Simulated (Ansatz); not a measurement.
An Ansatz (a first-principles code) input (PBEsol (Ansatz), scalar-relativistic without spin-orbit coupling):

Ansatz 0.2 input:
```yaml
crystal:
  lattice:
    - [0, 2.0226209747, 2.0226209747]
    - [2.0226209747, 0, 2.0226209747]
    - [2.0226209747, 2.0226209747, 0]
  atoms:
    - { symbol: Al, position: [0.5, 0.5, 0.5] }
    - { symbol: N, position: [0, 0, 0] }
basis: { ecutwfc: 420, ecutrho_ratio: 4, xc_grid: 2, fft_grid_basis: typed }
kpoints: { mp_grid: { grid: [14, 14, 14] } }
hamiltonian:
  xc: pbesol
  dispersion: none
  pseudopotentials: { kind: paw }
scf: { occupations: { method: fermi_dirac, width: 0.05 }, convergence: { dr2_threshold: 0.0000000002 } }
output: { forces: true, stress: true }
```

Q: Which symmetry and how many k-points will the program report, and about how many plane waves at Γ?

A: Space group Fm-3m (ITA 225) with 48 operations, k-points 104 of 2744, and 331 plane waves at Γ.

Whether these cells are dynamically stable was not tested. The base started in Pnma and relaxed to Fm-3m at this level. The cell is AlN in the rock salt structure (space group Fm-3m, No. 225; a model cell, its experimental status unchecked). This is not the structure that AlN has at room temperature and ambient pressure.
